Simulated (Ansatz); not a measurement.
Take CdS in the wurtzite structure (space group P6_3mc, No. 186; a = 4.124 Å, c = 6.708 Å) as the base.

Level of theory: Kohn–Sham DFT with the PBEsol functional, run in Ansatz (a quantum-chemistry and plane-wave program) with PAW and 420 eV plane waves, scalar-relativistic without spin-orbit coupling.

Before the change:

Width of the top valence band: 1.74 eV
Valence-band top at Γ: 0.00, 0.00, -0.05 eV

The change: every lattice vector is shortened by 1.80 %; the atoms relax in the strained cell.

**Question.** What does the calculation give for the width of the top valence band after the change?

**Answer.** The width of the top valence band goes up by 0.175 eV to 1.92 eV.

**Question.** Predict the new mean gap deformation potential ΔEg/Δln V.

**Answer.** The mean gap deformation potential ΔEg/Δln V comes out as -2.1 eV.

**Question.** What happens to the valence-band top at Γ?

**Answer.** The valence-band top at Γ (three highest levels, from the VBM) changes from 0.00, 0.00, -0.05 eV to 0.00, 0.00, -0.06 eV.

**Question.** How does this affect the energy relative to the base?

**Answer.** The energy grows by 15 meV/atom.

Gaps are read on the SCF mesh and a high-symmetry path. Stability against distortions was not tested.
